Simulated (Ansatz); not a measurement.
The reference is BN in the h-BN type structure (space group P6_3/mmc, No. 194; layered, stacked along the Cartesian z axis).

```yaml
crystal:
  lattice:
    - [2.50045, 0.00000, 0.00000]
    - [-1.25023, 2.16545, 0.00000]
    - [0.00000, 0.00000, 6.41121]
  atoms:
    - { symbol: B, position: [0.33333, 0.66667, 0.25000] }
    - { symbol: B, position: [0.66667, 0.33333, 0.75000] }
    - { symbol: N, position: [0.33333, 0.66667, 0.75000] }
    - { symbol: N, position: [0.66667, 0.33333, 0.25000] }
```

Cartesian axes are those of the cell as printed.

Level of theory: PBEsol-D3(BJ) (Ansatz, an electronic-structure program; PAW; 420 eV plane waves; no spin-orbit coupling).

The change: uniaxial strain ε_yy = −3.15 %, all other strain components held at zero, atoms relaxed at fixed cell.

Problem. Predict the stress tensor and what it implies for the stiffness.

Solution. Stress of the strained cell less that of the base (GPa, compression positive):
```
   7.99    0.00    0.00
   0.00   30.80    0.00
   0.00    0.00    0.01
```

Then −Δσ_ii/ε with ε = -0.0315 gives secant stiffness values (nonlinear terms included at this strain): C22 ≈ 978 GPa and C12 ≈ 254 GPa.

As a check, the harmonic strain energy −½ V₀ Δσ:ε is 26 meV/atom; the computed energy rise is 26 meV/atom.

Whether these cells are dynamically stable was not tested.
